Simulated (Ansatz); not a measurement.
## Cs2HfI6 (Fm-3m, No. 225, 9 atoms in the cell; start COD 1530776)

Computed with LDA in Ansatz (plane waves, PAW).

Run with plane-wave cutoff 520 eV, 6×6×6 k mesh, Fermi–Dirac smearing 0.01 eV, scalar-relativistic PAW data made under PBE.

Cell (relaxed at this level):

```
CELL_PARAMETERS angstrom
      0.00000     5.61891     5.61891
      5.61891     0.00000     5.61891
      5.61891     5.61891     0.00000
ATOMIC_POSITIONS crystal
  Hf 0.00000 0.00000 0.00000
  Cs 0.75000 0.75000 0.75000
  Cs 0.25000 0.25000 0.25000
  I  0.75058 0.75058 0.24942
  I  0.24942 0.24942 0.75058
  I  0.75058 0.24942 0.75058
  I  0.24942 0.75058 0.24942
  I  0.24942 0.75058 0.75058
  I  0.75058 0.24942 0.24942
```

```yaml
band_gap: 1.84 eV (on the SCF k mesh)
bulk_modulus: 17.0 GPa
```

Note: the relaxation could not lower the start's symmetry, so the cell can be a saddle point above a distorted one; the bulk modulus is −V dP/dV from two relaxed cells at ±2 % in volume.

Spin–orbit coupling is not included; with these elements it can move the gap by several tenths of an eV or more.

Static lattice: no zero-point or thermal effects.

It cost about 5 core-minutes (a rough figure) of CPU time.

Ansatz is a quantum-chemistry and plane-wave program.
